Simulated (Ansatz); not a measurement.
Results of PBEsol in Ansatz (PAW) for GeSe₂ (I-42d, No. 122, 6 atoms in the cell; start mp-10074).

Numerical settings: plane-wave cutoff 520 eV, 8×8×8 k mesh, Fermi–Dirac smearing 0.01 eV, scalar-relativistic PAW data made under PBE.

Cell (relaxed at this level):

```yaml
crystal:
  lattice:
    - [-2.89533, 2.89533, 4.80214]
    - [2.89533, -2.89533, 4.80214]
    - [2.89533, 2.89533, -4.80214]
  atoms:
    - { symbol: Ge, position: [0.75000, 0.25000, 0.50000] }
    - { symbol: Ge, position: [0.00000, 0.00000, 0.00000] }
    - { symbol: Se, position: [0.62445, 0.62500, 0.49945] }
    - { symbol: Se, position: [0.37500, 0.87445, 0.99945] }
    - { symbol: Se, position: [0.12555, 0.12500, 0.50055] }
    - { symbol: Se, position: [0.87500, 0.37555, 0.00055] }
```

Problem. Give the computed band gap and bulk modulus B0.

Solution. 
* **band gap**: 1.35 eV (on the SCF k mesh)
* **bulk modulus B0**: 15.4 GPa

Note: the relaxation could not lower the start's symmetry, so the cell can be a saddle point above a distorted one; the bulk modulus is −V dP/dV from two relaxed cells at ±2 % in volume.

Spin–orbit coupling is not included.

Static lattice: no zero-point or thermal effects.

The result took about 4 core-minutes (a rough figure).

A start named mp-… is a Materials Project structure, which need not be a measured phase.

Ansatz is an electronic-structure program.
